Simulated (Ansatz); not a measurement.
SiC under load (space group P6_3mc), r2SCAN with spin-orbit coupling, rigid bands (Ansatz, a first-principles code). Condition of this run: uniaxial stress along c of -20 GPa (compression positive) (the target of the relaxation). Band gap 2.40 eV, N_c = 1.12e19 cm⁻³ and N_v = 5.37e19 cm⁻³ at 300 K, conductivity masses along x (a = (3.07, 0.00, 0.00) Å; b = (-1.53, 2.66, 0.00) Å; c = (0.00, 0.00, 5.25) Å) of 0.436 mₑ (electrons) and 0.951 mₑ (holes). Take k_BT = 0.02585 eV.

Q: What built-in voltage has an abrupt junction with N_A = 1e16 and N_D = 1e17 cm⁻³, all dopants ionised?

A: V_bi = E_g/e − (k_BT/e) ln(N_c N_v/(N_A N_D)) = 2.40 − 0.02585 × 13.31 = 2.06 V, for the computed gap.

Q: Find the intrinsic carrier density and the intrinsic Fermi level.

A: n_i = √(N_c N_v) exp(−E_g/2k_BT) = 2.45e19 × exp(−46.42) = 1.7e-1 cm⁻³. The level lies (k_BT/2) ln(N_v/N_c) = 20 meV from mid-gap (positive towards the conduction band). Each 0.1 eV added to the gap lowers n_i by a factor of 6.9.

Q: A film of it is 3 nm thick, with its normal along the direction named. Estimate the confinement energies in an infinite well.

A: ħ²π²/(2m t²) = 0.376 eV·nm²/(m/mₑ × t²) gives 95.8 meV for electrons and 43.9 meV for holes, so the gap would widen to about 2.54 eV. Finite barriers and nonparabolic bands lower this, and with several valleys or bands the heaviest mass along the normal sets the lowest level, not this average.

Rigid bands with the computed gap; masses take one relaxation time for all states. Geometry: cell and atoms relaxed with PBEsol.
